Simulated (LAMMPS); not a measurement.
MD from the melt across the composition of Cu (fcc) with a share x of Cu sites Ta; each row has its own temperature.

Level of theory: classical MD, pair style eam/alloy, file CuTa.eam.alloy; code LAMMPS.

```json
[
 {"x": "0.1", "volume": "14.242 ± 0.002 Å³/atom", "state": "liquid", "enthalpy": "-3.5072 ± 0.0003 eV/atom", "self-diffusion coefficient of Cu (not corrected for cell size)": "(3.6 ± 0.1) × 10^-5 cm²/s", "T (K)": "1470"},
 {"x": "0.25", "volume": "14.994 ± 0.002 Å³/atom", "state": "liquid", "enthalpy": "-4.1501 ± 0.0003 eV/atom", "self-diffusion coefficient of Cu (not corrected for cell size)": "(3.8 ± 0.1) × 10^-5 cm²/s", "T (K)": "1750"},
 {"x": "0.5", "volume": "16.150 ± 0.004 Å³/atom", "state": "liquid", "enthalpy": "-5.1798 ± 0.0007 eV/atom", "self-diffusion coefficient of Cu (not corrected for cell size)": "(3.72 ± 0.08) × 10^-5 cm²/s", "T (K)": "2210"},
 {"x": "0.75", "volume": "17.661 ± 0.001 Å³/atom", "state": "liquid", "enthalpy": "-6.1150 ± 0.0005 eV/atom", "self-diffusion coefficient of Cu (not corrected for cell size)": "(3.8 ± 0.2) × 10^-5 cm²/s", "T (K)": "2670"},
 {"x": "0.9", "volume": "18.702 ± 0.002 Å³/atom", "state": "liquid", "enthalpy": "-6.6322 ± 0.0009 eV/atom", "self-diffusion coefficient of Cu (not corrected for cell size)": "(3.8 ± 0.2) × 10^-5 cm²/s", "T (K)": "2940"}
]
```

Caution: a run this short can hold a crystal over, or a liquid under, the potential's own melting point, which these runs don't give.

States go by the mean squared displacement: a species diffuses where it passes 1.5 Å², still rises and gives D over 1e-6 cm²/s; a crystal has left its structure where atoms lie 0.35 Å off their sites on average or a cubic box changes its shape by 3 %, or the axial ratios of another lie 8 % off the starting cell's, which the potential's own relaxation can also do.

Errors of D are the spread over four groups of atoms in one short run; a floor of about 5 %, a picked value, is safer.

The ± values are statistical; the model's systematic error is not in them.
